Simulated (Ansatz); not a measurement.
**CH3 on the 1x1 (111) surface of fcc Ir, one in a 2x2 cell, started at the site 'bridge Ir-Ir (span 2.7 Å)'**

Calculation: r2SCAN, at the PBE geometry (plane waves to 500 eV, PAW; Ansatz, an electronic-structure program).

Slab: 20 atoms, 6.6 Å thick at the start under the adsorbate (thin: gaps and levels are the slab's own); k 6x6x1, smearing 0.1 eV, dipole-corrected; single point; no symmetry held, on the structure that PBE left; no spin, no spin-orbit, no U, no dispersion correction. At the end it is bonded to Ir. In PBE it is, or lies within 0.03 eV of, the lowest of the starts that converged; the order may differ at this level.

- adsorption energy against CH4(g) − ½ H2(g) at the same level: 11.8 kcal/mol
- work function of the top face: 4.99 eV
- change of the work function: -0.55 eV
- change of the step from the bottom to the top vacuum level, against the clean slab: -0.56 eV
- height of the binding atom over the mean of the host atoms within 0.3 Å of the top one: 2.242 Å
- nearest host atoms of the binding atom: Ir at 2.12 Å, Ir at 3.56 Å, Ir at 3.56 Å
- note: in the relaxation the adsorbate left its starting site by 1.4 Å
- cost: about 8 core-minutes (a rough figure)

A negative adsorption energy means that the adsorbate is more stable on the surface than in its reference.
